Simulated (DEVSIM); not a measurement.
System: In0.49Ga0.51P/GaAs n-p heterojunction, at 300 K.

| layer (left to right) | material | thickness (μm) | Nd (cm⁻³) | Na (cm⁻³) | τn (s) | τp (s) |
|---|---|---|---|---|---|---|
| 1 | In0.49Ga0.51P | 1.20 | 2.7e17 | - | 5.5e-10 | 5.5e-10 |
| 2 | GaAs | 0.330 | - | 3e16 | 5.5e-10 | 5.5e-10 |

Left contact: ohmic. Right contact: ohmic. Voltage is applied to the left contact. Recombination: SRH at mid-gap, radiative, Auger. Mobility is constant in doping.

The device is made up for the run: typed textbook-type constants, with dimensions and the other settings drawn at random. Values at 300 K.

```
parameter      In0.49Ga0.51P    GaAs
-------------  -------------  ------
gap (eV)                1.89   1.424
affinity (eV)              4    4.07
permittivity            11.8    12.9
Nc (cm⁻³)               9e17  4.7e17
Nv (cm⁻³)             1.3e19    9e18
μn (cm²/Vs)             1500    8500
μp (cm²/Vs)               80     400
B (cm³/s)              1e-10   2e-10
Cn (cm⁶/s)             3e-30   1e-30
Cp (cm⁶/s)             3e-30   1e-30
```

Model (solved in DEVSIM): 1D drift-diffusion, Boltzmann statistics, complete ionisation; no tunnelling, impact ionisation, image-force lowering or self-heating. Band offsets follow the typed affinities; no thermionic-emission limit at abrupt steps, no polarisation charge.

Tabulate band edges, carrier densities and field at zero bias.

Energies count from the Fermi level of the right contact; mesh points crowd at the junctions.

```json
[
 {"x (μm)": "0.000", "Ec (eV)": "0.031", "Ev (eV)": "-1.859", "n (cm⁻³)": "2.7e17", "p (cm⁻³)": "< 1e2", "field (V/cm)": "≈ 0"},
 {"x (μm)": "0.005192", "Ec (eV)": "0.031", "Ev (eV)": "-1.859", "n (cm⁻³)": "2.7e17", "p (cm⁻³)": "< 1e2", "field (V/cm)": "≈ 0"},
 {"x (μm)": "0.01681", "Ec (eV)": "0.031", "Ev (eV)": "-1.859", "n (cm⁻³)": "2.7e17", "p (cm⁻³)": "< 1e2", "field (V/cm)": "≈ 0"},
 {"x (μm)": "0.04003", "Ec (eV)": "0.031", "Ev (eV)": "-1.859", "n (cm⁻³)": "2.7e17", "p (cm⁻³)": "< 1e2", "field (V/cm)": "≈ 0"},
 {"x (μm)": "0.1137", "Ec (eV)": "0.031", "Ev (eV)": "-1.859", "n (cm⁻³)": "2.7e17", "p (cm⁻³)": "< 1e2", "field (V/cm)": "≈ 0"},
 {"x (μm)": "0.2409", "Ec (eV)": "0.031", "Ev (eV)": "-1.859", "n (cm⁻³)": "2.7e17", "p (cm⁻³)": "< 1e2", "field (V/cm)": "≈ 0"},
 {"x (μm)": "0.5256", "Ec (eV)": "0.031", "Ev (eV)": "-1.859", "n (cm⁻³)": "2.7e17", "p (cm⁻³)": "< 1e2", "field (V/cm)": "≈ 0"},
 {"x (μm)": "0.9357", "Ec (eV)": "0.031", "Ev (eV)": "-1.859", "n (cm⁻³)": "2.7e17", "p (cm⁻³)": "< 1e2", "field (V/cm)": "≈ 0"},
 {"x (μm)": "1.075", "Ec (eV)": "0.031", "Ev (eV)": "-1.859", "n (cm⁻³)": "2.7e17", "p (cm⁻³)": "< 1e2", "field (V/cm)": "≈ 0"},
 {"x (μm)": "1.145", "Ec (eV)": "0.032", "Ev (eV)": "-1.859", "n (cm⁻³)": "2.7e17", "p (cm⁻³)": "< 1e2", "field (V/cm)": "520"},
 {"x (μm)": "1.176", "Ec (eV)": "0.050", "Ev (eV)": "-1.840", "n (cm⁻³)": "1.3e17", "p (cm⁻³)": "< 1e2", "field (V/cm)": "21000"},
 {"x (μm)": "1.194", "Ec (eV)": "0.137", "Ev (eV)": "-1.753", "n (cm⁻³)": "4.6e15", "p (cm⁻³)": "< 1e2", "field (V/cm)": "81000"},
 {"x (μm)": "1.200", "Ec (eV)": "0.190", "Ev (eV)": "-1.700", "n (cm⁻³)": "5.9e14", "p (cm⁻³)": "< 1e2", "field (V/cm)": "100000"},
 {"x (μm)": "1.204", "Ec (eV)": "0.167", "Ev (eV)": "-1.257", "n (cm⁻³)": "7.5e14", "p (cm⁻³)": "< 1e2", "field (V/cm)": "96000"},
 {"x (μm)": "1.219", "Ec (eV)": "0.303", "Ev (eV)": "-1.121", "n (cm⁻³)": "3.7e12", "p (cm⁻³)": "< 1e2", "field (V/cm)": "89000"},
 {"x (μm)": "1.244", "Ec (eV)": "0.514", "Ev (eV)": "-0.910", "n (cm⁻³)": "1.1e9", "p (cm⁻³)": "4700", "field (V/cm)": "79000"},
 {"x (μm)": "1.300", "Ec (eV)": "0.885", "Ev (eV)": "-0.539", "n (cm⁻³)": "630", "p (cm⁻³)": "8.0e9", "field (V/cm)": "55000"},
 {"x (μm)": "1.395", "Ec (eV)": "1.224", "Ev (eV)": "-0.200", "n (cm⁻³)": "< 1e2", "p (cm⁻³)": "4.0e15", "field (V/cm)": "16000"},
 {"x (μm)": "1.481", "Ec (eV)": "1.274", "Ev (eV)": "-0.150", "n (cm⁻³)": "< 1e2", "p (cm⁻³)": "2.8e16", "field (V/cm)": "920"},
 {"x (μm)": "1.508", "Ec (eV)": "1.276", "Ev (eV)": "-0.148", "n (cm⁻³)": "< 1e2", "p (cm⁻³)": "2.9e16", "field (V/cm)": "360"},
 {"x (μm)": "1.522", "Ec (eV)": "1.276", "Ev (eV)": "-0.148", "n (cm⁻³)": "< 1e2", "p (cm⁻³)": "3.0e16", "field (V/cm)": "270"},
 {"x (μm)": "1.530", "Ec (eV)": "1.276", "Ev (eV)": "-0.147", "n (cm⁻³)": "< 1e2", "p (cm⁻³)": "3.0e16", "field (V/cm)": "260"}
]
```
